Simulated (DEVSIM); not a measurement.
Device: abrupt GaP n-p junction, at 300 K.

```
layer (left to right)  material  thickness (μm)  Nd (cm⁻³)  Na (cm⁻³)  τn (s)  τp (s)
---------------------  --------  --------------  ---------  ---------  ------  ------
1                           GaP            8.10     3.3e15          -  1.6e-6  1.6e-6
2                           GaP             230          -     3.9e16  1.6e-6  1.6e-6
```

Left contact: ohmic. Right contact: ohmic. Voltage is applied to the left contact. Recombination: SRH at mid-gap, Auger. Mobility is μmin + (μ − μmin)/(1 + (N/Nref)^α).

This is a model device: material constants are rounded textbook-type values typed into the input, and sizes, dopings and lifetimes were drawn at random. Values at 300 K.

| parameter | GaP |
|---|---|
| gap (eV) | 2.26 |
| affinity (eV) | 3.8 |
| permittivity | 11.1 |
| Nc (cm⁻³) | 1.8e19 |
| Nv (cm⁻³) | 1.9e19 |
| μn (cm²/Vs) | 250 |
| μp (cm²/Vs) | 150 |
| μn,min | 10 |
| μp,min | 10 |
| Nref,n | 4.4e18 |
| Nref,p | 1e18 |
| αn | 0.8 |
| αp | 0.85 |
| Cn (cm⁶/s) | 1e-30 |
| Cp (cm⁶/s) | 1e-30 |

Simulated with DEVSIM: 1D drift-diffusion, Boltzmann statistics, complete ionisation; no tunnelling, impact ionisation, image-force lowering or self-heating.

**Question.** Tabulate band edges, carrier densities and field at -2.05 V on the left contact.

**Answer.** Energies count from the Fermi level of the right contact; mesh points crowd at the junctions.

```tsv
x (μm)	Ec (eV)	Ev (eV)	n (cm⁻³)	p (cm⁻³)	field (V/cm)
0.000	2.272	0.012	3.3e15	< 1e2	-88
0.05418	2.272	0.012	3.4e15	5.8e13	-87
0.2299	2.271	0.010	3.5e15	2.4e14	-80
0.7999	2.267	0.006	4.1e15	7.8e14	-62
3.986	2.253	-0.007	6.6e15	3.3e15	-31
6.816	2.246	-0.014	8.5e15	5.2e15	-22
7.721	2.244	-0.016	9.1e15	5.8e15	-21
8.041	2.248	-0.012	7.7e15	7.2e15	1500
8.099	2.271	0.011	3.1e15	1.8e16	8800
8.151	2.291	0.031	1.5e15	3.8e16	800
8.322	2.292	0.032	1.4e15	4.0e16	≈ 0
9.284	2.291	0.031	1.3e15	4.0e16	≈ 0
12.02	2.289	0.029	1.3e15	4.0e16	≈ 0
20.96	2.282	0.022	1.1e15	4.0e16	≈ 0
71.35	2.241	-0.019	4.0e14	3.9e16	≈ 0
173.2	2.155	-0.105	5.6e13	3.9e16	≈ 0
218.2	2.117	-0.143	1.8e13	3.9e16	≈ 0
232.0	2.105	-0.155	6.5e12	3.9e16	≈ 0
236.9	2.101	-0.159	1.4e12	3.9e16	≈ 0
237.7	2.100	-0.160	4.1e11	3.9e16	≈ 0
238.0	2.100	-0.160	1.1e11	3.9e16	≈ 0
238.1	2.100	-0.160	< 1e2	3.9e16	≈ 0
```
